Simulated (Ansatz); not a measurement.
Base system: Mg2Si (space group Fm-3m, No. 225).

```yaml
crystal:
  lattice:
    - [0.00000, 3.16274, 3.16274]
    - [3.16274, 0.00000, 3.16274]
    - [3.16274, 3.16274, 0.00000]
  atoms:
    - { symbol: Si, position: [0.00000, 0.00000, 0.00000] }
    - { symbol: Mg, position: [0.25000, 0.25000, 0.25000] }
    - { symbol: Mg, position: [0.75000, 0.75000, 0.75000] }
```

Calculations: plane-wave PAW DFT at the PBEsol level (Ansatz, a first-principles code, 420 eV), scalar-relativistic without spin-orbit coupling, earlier PAW set.

Before the change:

| Quantity | Result |
|---|---|
| Electron mass | 0.58 mₑ along k, 0.18 mₑ across (at X) |
| Pressure | -0.01 GPa |
| Band gap | 0.12 eV |
| Smallest direct gap | 1.88 eV |

One thing is altered: every lattice vector is stretched by 5.53 %, atoms relaxed at fixed cell.

**Question.** What does the calculation give for the electron mass, pressure, energy relative to the base, band gap and smallest direct gap after the change?

**Answer.** The electron mass goes from 0.58 mₑ along k, 0.18 mₑ across (at X) to 1.1 mₑ along k, 0.15 mₑ across (at X); the pressure drops by 6.497 GPa to -6.50 GPa; the energy goes up by 86 meV/atom; the band gap goes up by 0.07 eV, from 0.12 eV to 0.19 eV; the smallest direct gap decreases by 0.90 eV, from 1.88 eV to 0.98 eV.

The cells carry an imposed strain or load. Masses are band curvatures over ±0.01 Å⁻¹ around the edge. Along k means along the line from Γ to the band edge. Stability against distortions was not tested. A zero or small gap of Mg2Si can be the functional's error rather than a property of the material.
